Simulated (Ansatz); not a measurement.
Results of r²SCAN+SOC (Ansatz, an electronic-structure program, PAW) for cubic perovskite CsCaF3.

Run with plane-wave cutoff 560 eV, 8×8×8 k mesh, Fermi–Dirac smearing 0.01 eV, PAW data made under PBE.

On both sides of the equilibrium volume: at 18.061 Å³/atom the pressure is 1.16 GPa and the direct gap at Γ 8.140 eV; at 18.799 Å³/atom they are -1.04 GPa and 7.892 eV. The fitted bulk modulus is 54.9 GPa.

**Question.** Work out the volume deformation potential of this gap and its pressure coefficient, in two ways.

**Answer.** a_V = dE_g/d ln V = (7.892 − 8.140)/ln(18.799/18.061) = -6.19 eV. Since dP = −B d ln V, dE_g/dP = −a_V/B = 113 meV/GPa. Straight from the pressures: (8.140 − 7.892)/(1.16 − (-1.04)) = 113 meV/GPa. At this level and over this range the gap at Γ widens under pressure.

Note: the relaxation could not lower the start's symmetry, so the cell can be a saddle point above a distorted one.
